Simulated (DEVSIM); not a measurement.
Structure: illuminated Si n-on-p cell, one wavelength, at 350 K.

Layer 1 from the left is Si, thickness (μm) 0.510, Nd (cm⁻³) 2.6e18, τn (s) 6e-5, τp (s) 4.4e-6, absorption coefficient (cm⁻¹) 190. Layer 2 from the left is Si, thickness (μm) 220, Na (cm⁻³) 4.8e15, τn (s) 0.00026, τp (s) 0.00026, absorption coefficient (cm⁻¹) 190.

Left contact: ohmic, minority hole recombination velocity 3000 cm/s. Right contact: ohmic, minority electron recombination velocity 30000 cm/s. Voltage is applied to the left contact. Recombination: SRH at mid-gap, radiative, Auger. Light enters at the left, 8.7e16 photons cm⁻² s⁻¹, one pass, no reflection. Mobility is μmin + (μ − μmin)/(1 + (N/Nref)^α).

This is a model device: material constants are rounded textbook-type values typed into the input, and sizes, dopings and lifetimes were drawn at random. Values at 300 K; Nc and Nv go as T^1.5, mobilities as T to minus their exponent, the gap by Varshni's rule with the affinity fixed.

Si: gap (eV) 1.124, affinity (eV) 4.05, permittivity 11.7, Nc (cm⁻³) 2.86e19, Nv (cm⁻³) 3.1e19, μn (cm²/Vs) 1417, μp (cm²/Vs) 470, μn,min 52, μp,min 45, Nref,n 9.7e16, Nref,p 2.2e17, αn 0.68, αp 0.72, T exponent of μn 2.3, T exponent of μp 2.2, B (cm³/s) 4.7e-15, Cn (cm⁶/s) 2.8e-31, Cp (cm⁶/s) 9.9e-32, Varshni α (eV/K) 0.000473, Varshni β (K) 636.

DEVSIM, 1D drift-diffusion, Boltzmann statistics, complete ionisation; no tunnelling, impact ionisation, image-force lowering or self-heating.

**Question.** What does the simulation give for the potential step across the device at zero bias, the dark forward voltage at 100 A/cm², the dark forward voltage at 1 A/cm²?

**Answer.** potential step across the device at zero bias 0.760 V; dark forward voltage at 100 A/cm² 0.853 V; dark forward voltage at 1 A/cm² 0.585 V.
